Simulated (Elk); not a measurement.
## How far to go with the basis cutoff: Tm (P-3m1, 2 atoms in the cell)

```
Tm
1.0
    1.76115    -3.05040     0.00000
    1.76115     3.05040     0.00000
    0.00000     0.00000     5.52225
Tm
2
Direct
  0.33333   0.66667   0.25905
  0.66667   0.33333   0.75000
```
Moments meant for the start (each program seeds them in its own way; μB, in the order of the atoms Tm Tm): 2.0 2.0.

Computed with Elk 10.2.4 with LDA (PW92), all-electron FP-LAPW, Elk's shipped species files, default APW+lo basis.

Base settings: spinpol = true; swidth = 0.00367493 Ha; ngridk = 4 4 2; reducebf = 0.5; maxscl = 100; bfcmt = [[0.0, 0.0, -1.0], [0.0, 0.0, -1.0]].

The second cell is the first with its lattice scaled by 0.98.

The mesh stays at the base's, so the ladder's end is converged at best in this setting alone.

Only quantities that move along the ladder and can be compared are tabulated.

The starting cell has typed, rounded lattice constants, without a prior relaxation at this level. Its lattice was rescaled by up to half a per cent. One atom was moved a little off its site on purpose. The magnetic order is the one reached from the typed start; others were not searched systematically. With U or open f shells several self-consistent states can exist. The f electrons are in the valence without U or exact exchange, which can misplace them near the Fermi level. Spin-orbit terms, which matter for f shells, are left out. Values depend on the basis (sphere radii, cutoffs, local orbitals), which need not be converged. Without a gap this mesh is coarse (it stands for a supercell whose shortest vector is 11 Å).

| rgkmax | free energy less the last step's (meV/atom) | energy of the compressed cell less the first (meV/atom) | net moment (μB/atom) |
|---|---|---|---|
| 4.14 | 5431.49 | -106.06 | 1.259 |
| 4.43 | 4215.58 | 3.39 | 1.244 |
| 4.7 | 3687.79 | -138.77 | 1.271 |
| 4.95 | 2875.56 | -28.83 | 1.270 |
| 5.19 | 2504.07 | -201.93 | 1.287 |
| 5.42 | 1939.08 | -17.85 | 1.266 |
| 5.86 | 1271.45 | 16.16 | 1.229 |
| 6.26 | 863.04 | -57.34 | 1.207 |
| 6.64 | 542.18 | -21.23 | 1.194 |
| 7.34 | 216.06 | -5.48 | 1.177 |
| 7.67 | 140.32 | -12.10 | 1.173 |
| 8.13 | 66.03 | -4.04 | 1.170 |
| 8.57 | 28.54 | -2.49 | 1.168 |
| 9.26 | 0.00 | -4.43 | 1.167 |

Coarsest rgkmax that holds the net moment within 0.05 μB/atom of the last step, with all finer ones: 6.26; the step before is off by 0.062 μB/atom.

Coarsest rgkmax that holds the free energy within 5 meV/atom: not settled: the last two steps still differ by 29 meV/atom, over half the tolerance, so the ladder does not show it.

Coarsest rgkmax that holds the energy of the compressed cell less the first within 0.5 meV/atom: not settled: the last two steps still differ by 1.9 meV/atom, over half the tolerance, so the ladder does not show it.
